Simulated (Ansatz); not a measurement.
Consider ZnS in the zinc blende structure (space group F-43m, No. 216; a = 5.357 Å). Axes: x, y, z lie along the cube axes.

Computed with DFT with PBEsol, PAW potentials and a 420 eV plane-wave cutoff in Ansatz (a first-principles code), scalar-relativistic without spin-orbit coupling.

Modification: uniaxial strain ε_zz = +2.00 %, all other strain components held at zero, atoms relaxed at fixed cell.

Question: Predict the stress tensor and what it implies for the stiffness.

Answer: Stress of the strained cell less that of the base (GPa, compression positive):
```
  -1.21    0.00    0.00
   0.00   -1.21    0.00
   0.00    0.00   -2.09
```

Then −Δσ_ii/ε with ε = 0.0200 gives secant stiffness values (nonlinear terms included at this strain): C33 ≈ 105 GPa, C13 ≈ 61 GPa and C23 ≈ 61 GPa.

Whether these cells are dynamically stable was not tested.
